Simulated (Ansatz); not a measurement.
**Response to strain in hypothetical Pm-3m VN**

Start from VN (space group Pm-3m, No. 221; a = 3.9012 Å; a hypothetical phase, not in the database extracts checked). Axes: x, y, z lie along the cube axes.

Strains are applied to the cell and any free atomic positions relax; under biaxial strain the out-of-plane vector relaxes too; under stress the whole cell relaxes.

The values are results of DFT with PBEsol, PAW potentials and a 420 eV plane-wave cutoff in Ansatz (a program for electronic structure), no SOC, not measurements.

Notes on the quantities. pressure: mean of the normal stresses, compression positive.

```json
[
 {"case": "base", "space group": "Pm-3m (No. 221)", "shortest interatomic distance": "1.951 Å", "pressure": "0.0 GPa"},
 {"case": "biaxial strain +1.00 %, plane normal [001], relaxed out of plane", "space group": "P4/mmm (No. 123)", "shortest interatomic distance": "1.933 Å", "pressure": "-3.0 GPa"},
 {"case": "biaxial strain −2.33 %, plane normal [110], relaxed out of plane", "space group": "Cmmm (No. 65)", "shortest interatomic distance": "1.905 Å", "pressure": "6.6 GPa"},
 {"case": "uniaxial strain ε_zz = +1.48 %", "space group": "P4/mmm (No. 123)", "shortest interatomic distance": "1.951 Å", "pressure": "-4.0 GPa"},
 {"case": "uniaxial stress, 3 GPa tension along z", "space group": "P4/mmm (No. 123)", "shortest interatomic distance": "1.945 Å", "pressure": "–"}
]
```

Without a gap, meshes like the base's 12×12×12 leave anisotropic stresses uncertain by several tenths of a GPa, and small strain energies with them. Stability under load was not tested beyond the relaxation. Starting moments died away, wholly or in part, for the base; another magnetic solution may exist. The final runs are not spin-polarised.
